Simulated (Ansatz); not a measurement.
Band structure of LuAl₇Au₃ (R-3c, 22 atoms in the cell).

```
CELL_PARAMETERS angstrom
      4.08240     2.35697     7.12297
     -4.08240     2.35697     7.12297
      0.00000    -4.71395     7.12297
ATOMIC_POSITIONS crystal
  Al 0.14791 0.33471 0.92931
  Al 0.92931 0.14791 0.33471
  Al 0.33471 0.92931 0.14791
  Al 0.57069 0.16529 0.35209
  Al 0.16529 0.35209 0.57069
  Al 0.35209 0.57069 0.16529
  Al 0.85209 0.66529 0.07069
  Al 0.07069 0.85209 0.66529
  Al 0.66529 0.07069 0.85209
  Al 0.42931 0.83471 0.64791
  Al 0.83471 0.64791 0.42931
  Al 0.64791 0.42931 0.83471
  Lu 0.00000 0.00000 0.00000
  Lu 0.50000 0.50000 0.50000
  Al 0.25000 0.25000 0.25000
  Al 0.75000 0.75000 0.75000
  Au 0.57690 0.92310 0.25000
  Au 0.25000 0.57690 0.92310
  Au 0.92310 0.25000 0.57690
  Au 0.42310 0.07690 0.75000
  Au 0.75000 0.42310 0.07690
  Au 0.07690 0.75000 0.42310
```

Method of the run: LDA (PW92), default PAW files made with PBE (plane waves; Ansatz, a quantum-chemistry and plane-wave program).

Settings: basis.ecutwfc = 420 eV; kpoints.mp_grid.grid = 3 3 3; hamiltonian.xc = lda; hamiltonian.pseudopotentials = {kind: paw} (the program's default PAW files); scf.occupations.method = cold; scf.occupations.width = 0.136 eV; kpoints.band_path.path = [[0.0, 0.0, 0.0], [0.5, 0.0, 0.0], [0.5, 0.23966219, -0.23966219]]; kpoints.band_path.npoints = 6.

The starting cell comes from a database of published, mostly measured structures (it also holds non-ambient and calculated ones), without a prior relaxation at this level. Its lattice was rescaled by a random factor within 2.5 % of one. Spin-orbit coupling is off.

Levels in eV from the Fermi level, bands 101 to 108:
| point | 101 | 102 | 103 | 104 | 105 | 106 | 107 | 108 |
|---|---|---|---|---|---|---|---|---|
| Γ | 0.19 | 0.23 | 0.23 | 0.95 | 0.95 | 1.15 | 1.15 | 1.58 |
| L | -0.77 | -0.77 | -0.56 | -0.56 | 0.53 | 0.53 | 0.73 | 0.73 |
| B1 | -1.04 | -1.04 | -0.80 | -0.80 | 0.70 | 0.70 | 1.45 | 1.45 |

Bands cross the Fermi level along this path, so the cell is metallic at this level.

Keys are those of Ansatz 0.2.
